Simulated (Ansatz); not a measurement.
CuI, response to strain

Base system: CuI in the zinc blende structure (space group F-43m, No. 216).

```xyz
2
Lattice="0.0000 3.0397 3.0397 3.0397 0.0000 3.0397 3.0397 3.0397 0.0000" Properties=species:S:1:pos:R:3 pbc="T T T"
Cu     0.0000     0.0000     0.0000
I      1.5198     1.5198     1.5198
```

Strains are applied to the cell and any free atomic positions relax.

All numbers come from PBE (Ansatz, a first-principles code; PAW; 420 eV plane waves; no spin-orbit coupling).

| change | shortest interatomic distance | width of the top valence band |
|---|---|---|
| base | 263.2 pm | 1.47 eV |
| isotropic strain −3.00 % | 255.3 pm | 1.81 eV |
| isotropic strain −2.50 % | 256.7 pm | (withheld) |
| isotropic strain −2.00 % | 258.0 pm | 1.69 eV |
| isotropic strain −1.50 % | 259.3 pm | 1.63 eV |
| isotropic strain −0.50 % | 261.9 pm | 1.52 eV |
| isotropic strain +1.50 % | 267.2 pm | 1.32 eV |
| isotropic strain +2.00 % | 268.5 pm | (withheld) |
| isotropic strain +2.50 % | 269.8 pm | 1.23 eV |
| isotropic strain +3.00 % | 271.1 pm | 1.19 eV |

Q: What belongs in the blanks?

A: 
- isotropic strain −2.50 %, width of the top valence band: 1.75 eV
- isotropic strain +2.00 %, width of the top valence band: 1.28 eV

With I present, leaving out spin-orbit coupling can change the band edges. The levels and masses belong to the bands next to the band gap. Whether these cells are dynamically stable was not tested. The final runs are not spin-polarised.
